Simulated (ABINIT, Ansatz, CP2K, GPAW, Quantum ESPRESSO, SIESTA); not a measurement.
Code comparison for TiCo (Pm-3m, 2 atoms in the cell)

Self-consistent single point.

```yaml
crystal:
  lattice:
    - [2.96309, 0.00000, 0.00000]
    - [0.00000, 2.96309, 0.00000]
    - [0.00000, 0.00000, 2.96309]
  atoms:
    - { symbol: Ti, position: [0.00000, 0.00000, 0.00000] }
    - { symbol: Co, position: [0.50000, 0.50000, 0.50000] }
```

All programs got the same cell, k-point mesh and kind of occupations (in Ansatz's words: kpoints.mp_grid.grid = 9 9 9; scf.occupations.method = fermi_dirac; scf.occupations.width = 0.136 eV); potentials, basis and cutoffs are each program's usual ones.

```csv
code,model,pressure (GPa),k-points,cutoff
CP2K,"PBE, GPW, DZVP-MOLOPT-SR-GTH basis, GTH-PBE potentials (GTH_POTENTIALS)",1.20,365,grid 600 Ry
SIESTA,"GGA PBE, numerical atomic orbitals TZP, PseudoDojo PBE standard norm-conserving potentials (rewritten from UPF to PSML)",0.04,365,grid 400 Ry
GPAW,"PBE, GPAW PAW datasets PBE (gpaw-data 1.0.1)",2.43,35,800 eV
Ansatz,"PBE, default PAW files",1.96,35,420 eV
ABINIT,"PBE, norm-conserving pseudopotentials (PseudoDojo nc-sr-05 PBE standard)",1.99,35,48 Ha
Quantum ESPRESSO,"PBE, SSSP 1.1.2 efficiency (PBE) pseudopotentials",1.58,35,50 Ry
```

The spread over the programs that give each value: pressure within 2.39 GPa.

The starting cell has typed, rounded lattice constants, without a prior relaxation at this level. Its lattice was rescaled by a random factor within 2.5 % of one. On Ansatz's run: Spin polarisation is off.

### Question
Why do the programs differ, and what cannot be compared?

### Answer
Differences of this kind can come from the potentials, where these differ, and from what each basis and cutoff leave unconverged. The valence holds different numbers of electrons (CP2K 29, SIESTA 29, GPAW 21, Ansatz (a first-principles code) 29, ABINIT 29, Quantum ESPRESSO 29). The zero of total energies and Fermi levels follows the potentials and each program's conventions, so they are not compared here. CP2K and SIESTA use small atom-centred bases, whose incompleteness enters pressures, forces and empty levels differently from a plane-wave cutoff. Ansatz's pressure is given at a fixed set of plane waves, as the other plane-wave codes print theirs; with its correction for the finite basis it is 2.04 GPa. The programs reduce the same mesh by symmetry to different extents, which changes the work and not the result. In the pressure, SIESTA (by 1.93) lies more than 1 GPa from the median of the plane-wave programs.

Left out of this page: Elk and FLEUR (not drawn, or without a comparable value).

Keys are those of Ansatz 0.2.
